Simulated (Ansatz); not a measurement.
Reference: monolayer ZrSe2, PBE, rigid bands (plane waves, PAW, scalar-relativistic; Ansatz, a program for electronic structure); axes and stresses refer to this cell.

```
CELL_PARAMETERS angstrom
      3.79880     0.00000     0.00000
     -1.89940     3.28986     0.00000
      0.00000     0.00000    19.09986
ATOMIC_POSITIONS crystal
  Zr 0.00000 0.00000 0.50000
  Se 0.33333 0.66667 0.58285
  Se 0.66667 0.33333 0.41715
```

The band gap is 0.50 eV and the electron conductivity mass comes out as 0.39 mₑ. The hole conductivity mass is 0.23 mₑ.

After one change the values are band gap 1.01 eV; electron conductivity mass 0.58 mₑ; hole conductivity mass 0.27 mₑ. Which change was made?
(A) biaxial strain +2 %
(B) biaxial strain -1 %
(C) biaxial strain +3 %
(D) biaxial strain +5 %

D, biaxial strain +5 %

Masses are for dilute carriers at 300 K, harmonic means over directions unless an axis is named. Spin-orbit coupling is left out unless a row names it; without it hole values are far off for these elements. The structure type is held under load, also where the real crystal would transform.

Model free-standing layer, not matched to a measured one here: monolayer ZrSe2.
